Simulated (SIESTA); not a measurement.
Band structure of FeCl₄ (Cmmm, 5 atoms in the cell).

```
FeCl4
1.0
    3.83695    -4.60143     0.00000
    3.83695     4.60143     0.00000
    0.00000     0.00000     3.49635
Fe Cl
1 4
Direct
  0.50000   0.50000   0.50000
  0.73274   0.26726   0.50000
  0.26726   0.73274   0.50000
  0.28356   0.28356   0.00000
  0.71644   0.71644   0.00000
```
Moments meant for the start (each program seeds them in its own way; μB, in the order of the atoms Fe Cl Cl Cl Cl): 4.0 0.0 0.0 0.0 0.0.

Method of the run: GGA PBEsol, numerical atomic orbitals DZP, PseudoDojo PBEsol standard norm-conserving potentials (rewritten from UPF to PSML) (SIESTA).

Settings: XC.functional = GGA; XC.authors = PBEsol; potentials = PseudoDojo PBEsol standard; PAO.BasisSize = DZP; PAO.EnergyShift = 0.01 Ry; MeshCutoff = 300 Ry; kgrid.MonkhorstPack = 3 3 5; OccupationFunction = FD; ElectronicTemperature = 0.05 eV; Spin = polarized; DM.InitSpin = [1 +4.00, 2 +0.00, 3 +0.00, 4 +0.00, 5 +0.00]; MaxSCFIterations = 150; SCF.Mixer.Method = Broyden; SCF.Mixer.Weight = 0.1.

The starting cell comes from a database of computed structures (which also holds hypothetical and non-ambient phases and stackings), without a prior relaxation at this level. With one magnetic atom in the cell only a parallel order is possible. Values carry the incompleteness of an atom-centred basis.

Levels in eV from the Fermi level, bands 21 to 26 of the first spin channel:
| point | 21 | 22 | 23 | 24 | 25 | 26 |
|---|---|---|---|---|---|---|
| Γ | -0.40 | -0.29 | -0.20 | 0.02 | 0.86 | 7.43 |
| X | -0.58 | -0.56 | -0.36 | 0.02 | 0.20 | 8.33 |
| S | -0.52 | -0.48 | -0.36 | 0.05 | 0.63 | 7.80 |
| R | -1.05 | -0.92 | -0.70 | -0.16 | 0.58 | 8.40 |
| A | -1.12 | -0.59 | -0.38 | -0.14 | 0.80 | 7.84 |
| Z | -1.23 | -0.93 | -0.91 | -0.14 | 0.24 | 8.88 |
| Y | -0.61 | -0.56 | -0.36 | 0.01 | 0.14 | 8.41 |
| X1 | -0.58 | -0.56 | -0.36 | 0.02 | 0.20 | 8.33 |
| A1 | -1.12 | -0.59 | -0.38 | -0.14 | 0.80 | 7.84 |
| T | -1.12 | -0.54 | -0.35 | -0.13 | 0.83 | 7.76 |

Bands cross the Fermi level along this path, so the cell is metallic at this level.

Higher empty bands are left out: an atom-centred basis made for the valence describes them poorly.

The net moment of the cell came out as 3.73 μB.
